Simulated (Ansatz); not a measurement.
Take Ge in the diamond structure (space group Fd-3m, No. 227; a = 5.676 Å) as the base.

All numbers come from PBEsol (Ansatz, a program for electronic structure, PAW, scalar-relativistic without spin-orbit coupling), earlier PAW set.

One change was made to it. Results:

The lattice parameter a shrinks by 0.170 Å, from 5.676 Å to 5.506 Å; the band gap stays zero.

Q: Name the change that was made.
A. Ge → Ir
B. Ge → Se
C. Ge → Be
D. Ge → As

A: A, Ge → Ir. For comparison, the lattice parameter a in the other runs: Ge → Se gives 6.222 Å; Ge → Be gives 4.874 Å; Ge → As gives 6.008 Å.

No phonon test of stability was made. As relaxed here, Ir, Se, Be and As are hypothetical phases, not in the database extracts checked. The final runs are not spin-polarised. The zero or small gap of Ge can change with the level of theory.
